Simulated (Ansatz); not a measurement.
Structures of equal composition on the (100) surface of germanium: 1 pair of surface atoms bonded, Si on all surface atoms, H on every dangling bond; 1 pair of surface atoms bonded, Si on all atoms bonded under the surface atoms, H on every dangling bond. The slabs share one bottom face, and each structure is named by its start. These are constructed structures in small cells; real faces may alloy, dewet or reconstruct in larger ones, and not all known structures of the face are among them. Slabs of about 17 Å with all that they carry, Fermi-Dirac smearing of 0.025 eV. Bottom of the slabs: built like the top, H on every dangling bond, free. Relaxed from the named starts with such symmetry as they have, on meshes of like density; energies extrapolated to zero smearing; no spin-orbit coupling, no U. Spin-polarised runs, if any, are marked in brackets, and their order is one that fits the cell; the others ran without spin. Where a second, spin-polarised start was run, the lower counts.

Computed with PBE (plane waves to 420 eV, PAW; Ansatz, a program for electronic structure).

Task: Put the candidates in order of energy per 1x1 cell, lowest first, for PBE.

Result: 1 pair of surface atoms bonded, Si on all surface atoms, H on every dangling bond (0.000 eV), 1 pair of surface atoms bonded, Si on all atoms bonded under the surface atoms, H on every dangling bond (0.149 eV)
